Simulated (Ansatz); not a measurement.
# A computed series for MgTe: pressure series

The reference is MgTe in the zinc blende structure (space group F-43m, No. 216; a = 6.368 Å).

Cell and atoms are relaxed at each pressure.

Calculations: DFT with LDA, PAW potentials and a 420 eV plane-wave cutoff in Ansatz (a program for electronic structure), no SOC.

Notes on the quantities. enthalpy: H = E + PV relative to the base's energy.

```tsv
case	volume per atom	enthalpy
base	32.28 Å³	–
pressure −2 GPa	34.23 Å³	-0.41 eV/atom
pressure −1 GPa	33.19 Å³	-0.20 eV/atom
pressure 0.9 GPa	31.59 Å³	+0.18 eV/atom
pressure 2.1 GPa	30.74 Å³	+0.41 eV/atom
pressure 4.5 GPa	29.36 Å³	+0.86 eV/atom
pressure 9 GPa	27.38 Å³	+1.66 eV/atom
pressure 15 GPa	25.47 Å³	+2.65 eV/atom
pressure 22.5 GPa	23.73 Å³	+3.79 eV/atom
pressure 30 GPa	22.41 Å³	+4.87 eV/atom
```

Load acts through the strain it causes; cell and atoms are relaxed under it. Whether these cells are dynamically stable was not tested. Tetrahedral semiconductors of this kind turn to denser phases somewhere between about 1 and 50 GPa; those were not computed, so compressed cells here can lie past the real transition.
